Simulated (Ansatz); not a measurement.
Start from CrPdO2 (space group R-3m, No. 166; ferromagnetic; a model cell, its experimental status unchecked; relaxed with 0.1 eV smearing).

```xyz
4
Lattice="1.4579 0.8417 5.9830 -1.4579 0.8417 5.9830 0.0000 -1.6834 5.9830" Properties=species:S:1:pos:R:3 pbc="T T T"
Pd     0.0000     0.0000     0.0000
Cr     0.0000     0.0000     8.9745
O      0.0000     0.0000     2.0023
O      0.0000     0.0000    15.9467
```

Cartesian axes are those of the cell as printed.

Method: PBEsol, PAW, 420 eV (Ansatz, a quantum-chemistry and plane-wave program; no SOC).

Strains are applied to the cell and any free atomic positions relax.

One change was made to it. Results:

| quantity | base | after |
|---|---|---|
| pressure (mean of the normal stresses, compression positive) | 0.0 GPa | -6.4 GPa |
| largest site moment | 2.24 μB | 2.24 μB |
| magnetic state | ferromagnetic | ferromagnetic |

Task: Name the change that was made.
(A) uniaxial strain ε_zz = +2.70 %
(B) isotropic strain +2.24 %
(C) isotropic strain +5.67 %

Result: A, uniaxial strain ε_zz = +2.70 %. For comparison, the pressure in the other runs: isotropic strain +5.67 % gives -22.6 GPa; isotropic strain +2.24 % gives -11.7 GPa.

Stability against distortions was not tested. No Hubbard U is applied and the magnetic state is the run's own (CrPdO2 ferromagnetic); other magnetic orders, which need larger cells, were not tried and can change the gap.
